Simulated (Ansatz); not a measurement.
Start from Ti in the hcp (Mg type) structure (space group P6_3/mmc, No. 194; relaxed with 0.1 eV smearing).

```xyz
2
Lattice="2.9398 0.0000 0.0000 -1.4699 2.5459 0.0000 0.0000 0.0000 4.6540" Properties=species:S:1:pos:R:3 pbc="T T T"
Ti     1.4699     0.8486     3.4905
Ti     0.0000     1.6973     1.1635
```

All numbers come from Ansatz (a first-principles code), PBE, PAW, cutoff 420 eV, scalar-relativistic without spin-orbit coupling.

Strains are applied to the cell and any free atomic positions relax.

One change was made to it. Results:

```tsv
quantity	base	after
pressure (mean of the normal stresses, compression positive)	0.0 GPa	9.6 GPa
energy relative to the base (free energy F)	0 meV/atom	+36 meV/atom
band gap	zero	zero
```

Problem. Name the change that was made.
A) isotropic strain −1.00 %
B) isotropic strain +2.00 %
C) isotropic strain +1.50 %
D) isotropic strain −2.50 %
E) isotropic strain −1.50 %

Solution. D, isotropic strain −2.50 %. For comparison, the energy relative to the base in the other runs: isotropic strain +1.50 % gives +12 meV/atom; isotropic strain −1.50 % gives +13 meV/atom; isotropic strain −1.00 % gives +5.6 meV/atom; isotropic strain +2.00 % gives +21 meV/atom.

Whether these cells are dynamically stable was not tested. All final runs are without spin polarisation.
